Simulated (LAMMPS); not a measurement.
Pressure dependence of Ag (fcc) at 740 K, from the crystal.

Computed with classical MD, pair style eam, the elements' _u3.eam files (universal-3 set of Foiles, Baskes and Daw); code LAMMPS.

```json
[
 {"P (GPa)": "0", "state": "crystal; no diffusion seen in 30 ps", "volume": "17.9429 ± 0.0006 Å³/atom", "coordination number": "12.0 (counted to 3.58 Å)"},
 {"P (GPa)": "2", "state": "crystal; no diffusion seen in 30 ps", "volume": "17.5064 ± 0.0003 Å³/atom", "coordination number": "12.0 (counted to 3.54 Å)"},
 {"P (GPa)": "5", "state": "crystal; no diffusion seen in 30 ps", "volume": "16.9647 ± 0.0006 Å³/atom", "coordination number": "12.0 (counted to 3.50 Å)"}
]
```

Caution (rows 2; 5): a run this short can hold a crystal over, or a liquid under, the potential's own melting point, which these runs don't give.

Estimate the isothermal bulk modulus at zero pressure. A parabola P(ln V) through the three points gives −dP/d ln V = 75 GPa at zero pressure.

States go by the mean squared displacement: a species diffuses where it passes 1.5 Å², still rises and gives D over 1e-6 cm²/s; a crystal has left its structure where atoms lie 0.35 Å off their sites on average or a cubic box changes its shape by 3 %, or the axial ratios of another lie 8 % off the starting cell's, which the potential's own relaxation can also do.

Uncertainties are statistical and leave out the potential's own error.
